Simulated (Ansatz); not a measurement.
We consider AgAl (model structure, Fm-3m, No. 225, 2 atoms in the cell), described by LDA in Ansatz (plane waves, PAW).

Settings: plane-wave cutoff 520 eV, 20×20×20 k mesh, Fermi–Dirac smearing 0.05 eV, no spin polarisation, scalar-relativistic PAW data made under PBE.

Cell (relaxed at this level):

```
CELL_PARAMETERS angstrom
      0.00000     2.63139     2.63139
      2.63139     0.00000     2.63139
      2.63139     2.63139     0.00000
ATOMIC_POSITIONS crystal
  Ag 0.00000 0.00000 0.00000
  Al 0.50000 0.50000 0.50000
```

**Question.** Give the computed bulk modulus B0.

**Answer.** 
bulk modulus B0: 83.7 GPa

The run finds no gap.

Note: the bulk modulus is −V dP/dV from two relaxed cells at ±2 % in volume; the relaxation could raise the start's symmetry but not lower it, so the cell can be a saddle point.

The result took around 40 core-seconds (rough).

A model structure was made by putting elements into a prototype or built by hand; it is no filed structure, need not be a known phase, and can be a saddle point held by its symmetry.

Ansatz is a quantum-chemistry and plane-wave program.
